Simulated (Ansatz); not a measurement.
Base system: InSb in the zinc blende structure (space group F-43m, No. 216).

```yaml
crystal:
  lattice:
    - [0.00000, 3.25989, 3.25989]
    - [3.25989, 0.00000, 3.25989]
    - [3.25989, 3.25989, 0.00000]
  atoms:
    - { symbol: Sb, position: [0.75000, 0.75000, 0.75000] }
    - { symbol: In, position: [0.00000, 0.00000, 0.00000] }
```

Calculations: plane-wave PAW DFT at the PBEsol level (Ansatz, a program for electronic structure, 420 eV), no spin-orbit coupling, earlier PAW set.

For the base:

- Pressure = 0.0 GPa
- Band gap = zero

Now apply this change: the cell is scaled by 0.9966 in all directions, atoms relaxed at fixed cell.

**Question.** How does this affect the pressure, energy relative to the base and band gap?

**Answer.** The pressure goes from zero to 0.4 GPa; the energy rises by 0.5 meV/atom; the band gap stays zero.

Spin-orbit coupling, missing from the scalar runs, can matter with Sb. The cells carry an imposed strain or load. No phonon test of stability was made. The final runs are not spin-polarised. A zero or small gap of InSb can be the functional's error rather than a property of the material.
